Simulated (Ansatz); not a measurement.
The starting structures come from a database of crystals and need not be the phases stable at ambient conditions.

 Where the default PAW files enter, the runs use the earlier of Ansatz's two default sets.

Inside the gap of an insulator the Bloch states are evanescent, with a wavenumber k + iκ along the transport direction.

Here is the system:

```yaml
crystal:
  lattice:
    - [6.15208, 0.00000, 0.00000]
    - [0.00000, 7.40296, 0.00000]
    - [0.00000, 0.00000, 6.46984]
  atoms:
    - { symbol: Zn, position: [0.00061, 0.50000, 0.15676] }
    - { symbol: Zn, position: [0.50061, 0.00000, 0.84324] }
    - { symbol: Cu, position: [0.49396, 0.25364, 0.32755] }
    - { symbol: Cu, position: [0.99396, 0.24636, 0.67245] }
    - { symbol: Cu, position: [0.49396, 0.74636, 0.32755] }
    - { symbol: Cu, position: [0.99396, 0.75364, 0.67245] }
    - { symbol: Ge, position: [0.49968, 0.50000, 0.83061] }
    - { symbol: Ge, position: [0.99968, 0.00000, 0.16939] }
    - { symbol: S, position: [0.13344, 0.50000, 0.82178] }
    - { symbol: S, position: [0.63344, 0.00000, 0.17822] }
    - { symbol: S, position: [0.62106, 0.50000, 0.15737] }
    - { symbol: S, position: [0.12106, 0.00000, 0.84263] }
    - { symbol: S, position: [0.12414, 0.24505, 0.33925] }
    - { symbol: S, position: [0.62414, 0.25495, 0.66075] }
    - { symbol: S, position: [0.12414, 0.75495, 0.33925] }
    - { symbol: S, position: [0.62414, 0.74505, 0.66075] }
```

Space group of this cell: Pmn2_1. The cell is taken as given; by PBEsol its mean pressure is -1.0 GPa.

Transport runs along the normal of the first two printed cell vectors.

The gap is the functional's own. No spin-orbit coupling. Mid-gap values are interpolated on the energy grid.

Give the band gap and the smallest decay constant κ at mid-gap that PBEsol in Ansatz (an electronic-structure program) yields.

Gap 0.52 eV on a 6×4×6 mesh; κ = 0.078 1/Å, at the zone centre.
